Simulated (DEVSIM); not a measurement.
**Si p-n junction from an implanted or diffused profile**

Structure: Si p-n junction from an implanted or diffused profile, at 300 K.

| layer (left to right) | material | thickness (μm) | Nd (cm⁻³) | τn (s) | τp (s) |
|---|---|---|---|---|---|
| 1 | Si | 24.0 | 8.8e15 | 1.9e-5 | 1.9e-5 |

Added acceptor profile: 1.2e19 cm⁻³ × exp(−(x − 0.03 μm)²/(2·(0.029 μm)²)). Left contact: ohmic. Right contact: ohmic. Voltage is applied to the left contact. Recombination: SRH at mid-gap, radiative. Mobility is μmin + (μ − μmin)/(1 + (N/Nref)^α).

The device is made up for the run: typed textbook-type constants, with dimensions and the other settings drawn at random. Values at 300 K.

| parameter | Si |
|---|---|
| gap (eV) | 1.124 |
| affinity (eV) | 4.05 |
| permittivity | 11.7 |
| Nc (cm⁻³) | 2.86e19 |
| Nv (cm⁻³) | 3.1e19 |
| μn (cm²/Vs) | 1417 |
| μp (cm²/Vs) | 470 |
| μn,min | 52 |
| μp,min | 45 |
| Nref,n | 9.7e16 |
| Nref,p | 2.2e17 |
| αn | 0.68 |
| αp | 0.72 |
| B (cm³/s) | 4.7e-15 |

DEVSIM, 1D drift-diffusion, Boltzmann statistics, complete ionisation; no tunnelling, impact ionisation, image-force lowering or self-heating.

* **Potential step across the device at zero bias**: 0.877 V
* **Dark forward voltage at 1 A/cm²**: 0.655 V
* **Dark forward voltage at 100 A/cm²**: 0.814 V

Dark forward current:

```csv
V (V),J (A/cm²)
0.05,3.0e-10
0.10,1.4e-9
0.15,6.1e-9
0.20,3.2e-8
0.25,1.9e-7
0.30,1.2e-6
0.35,8.4e-6
0.40,5.7e-5
0.45,0.00039
0.50,0.0027
0.55,0.019
0.60,0.13
0.65,0.85
0.70,4.8
0.75,21
0.80,75
0.85,220
0.90,520
0.95,1000
1.00,1800
1.05,2900
```

Dark reverse current:

| V (V) | J (A/cm²) |
|---|---|
| -0.40 | -5.5e-10 |
| -1.00 | -1.1e-9 |
| -2.00 | -1.7e-9 |
| -3.00 | -2.2e-9 |
| -4.00 | -2.7e-9 |
| -6.00 | -3.4e-9 |
| -8.00 | -4.1e-9 |
| -10.00 | -4.7e-9 |
| -13.00 | -5.4e-9 |
| -16.00 | -6.1e-9 |
| -20.00 | -6.9e-9 |
